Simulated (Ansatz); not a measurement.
## RuAl (model structure, Cmcm, No. 63, 4 atoms in the cell)

Method: r²SCAN (Ansatz, a quantum-chemistry and plane-wave program, plane waves, PAW).

Numerical settings: plane-wave cutoff 560 eV, 20×20×14 k mesh (along the axes of the cell as run), Fermi–Dirac smearing 0.05 eV, no spin polarisation, scalar-relativistic PAW data made under PBE.

Cell (relaxed at this level):

```cif
data_Al4Ru4
_chemical_formula_sum 'Al4 Ru4'
_space_group_name_H-M_alt 'Cmcm'
_space_group_IT_number 63
_space_group_name_Hall '-C 2c 2'
_cell_length_a 2.97829
_cell_length_b 9.08154
_cell_length_c 4.08190
_cell_angle_alpha 90.000
_cell_angle_beta 90.000
_cell_angle_gamma 90.000
loop_
_space_group_symop_operation_xyz
  'x, y, z'
  '-x, -y, -z'
  '-x, -y, z+1/2'
  'x, y, -z+1/2'
  'x, -y, -z'
  '-x, y, z'
  '-x, y, -z+1/2'
  'x, -y, z+1/2'
  'x+1/2, y+1/2, z'
  '-x+1/2, -y+1/2, -z'
  '-x+1/2, -y+1/2, z+1/2'
  'x+1/2, y+1/2, -z+1/2'
  'x+1/2, -y+1/2, -z'
  '-x+1/2, y+1/2, z'
  '-x+1/2, y+1/2, -z+1/2'
  'x+1/2, -y+1/2, z+1/2'
loop_
_atom_site_label
_atom_site_type_symbol
_atom_site_symmetry_multiplicity
_atom_site_Wyckoff_symbol
_atom_site_fract_x
_atom_site_fract_y
_atom_site_fract_z
_atom_site_occupancy
Al1 Al 4 c 0.00000 0.40756 0.25000 1
Ru1 Ru 4 c 0.00000 0.13575 0.25000 1
```
(The calculation used a cell of 4 atoms; values per cell refer to that cell.)

```
Quantity       Result
------------  -------
bulk modulus  196 GPa
```

Note: the run has no spin polarisation, so it can have missed a magnetic state; the bulk modulus is −V dP/dV from two relaxed cells at ±2 % in volume; the relaxation could raise the start's symmetry but not lower it, so the cell can be a saddle point.

Computed values are for the static lattice.

A model structure was made by putting elements into a prototype or built by hand; it is no filed structure, need not be a known phase, and can be a saddle point held by its symmetry.
